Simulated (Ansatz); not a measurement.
An Ansatz (a first-principles code) input (plane-wave PAW DFT at the r2SCAN level (Ansatz, 500 eV), without spin-orbit coupling):

Ansatz 0.2 input:
```yaml
crystal:
  lattice:
    - [5.2527743657, 0, 0]
    - [0, 5.2527743657, 0]
    - [0, 0, 5.2527743657]
  atoms:
    - { symbol: Se, position: [0, 0, 0.5] }
    - { symbol: Se, position: [0.5, 0, 0] }
    - { symbol: Se, position: [0, 0.5, 0] }
    - { symbol: O, position: [0.5, 0.5, 0.5] }
    - { symbol: Mg, position: [0.5, 0.5, 0] }
    - { symbol: Mg, position: [0, 0.5, 0.5] }
    - { symbol: Mg, position: [0.5, 0, 0.5] }
    - { symbol: Mg, position: [0, 0, 0] }
basis: { ecutwfc: 500, ecutrho_ratio: 4, xc_grid: 4, fft_grid_basis: typed }
kpoints: { mp_grid: { grid: [6, 6, 6] } }
hamiltonian:
  xc: r2scan
  dispersion: none
  pseudopotentials: { kind: paw }
scf: { occupations: { method: fermi_dirac, width: 0.05 }, convergence: { dr2_threshold: 0.0000000008 } }
output: { forces: true, stress: true }
checkpoint: { write: state.ck, write_every: 1000 }
```

Question: Which symmetry and how many k-points will the program report, and about how many plane waves at Γ?

Answer: Space group Pm-3m (ITA 221) with 48 operations, k-points 20 of 216, and 3743 plane waves at Γ.

These are small ordered cells, not random alloys; other orderings at the same x differ. No phonon test of stability was made. The cell was made from MgSe by this change: x(O) = 0.25, 8 atoms, Pm-3m.
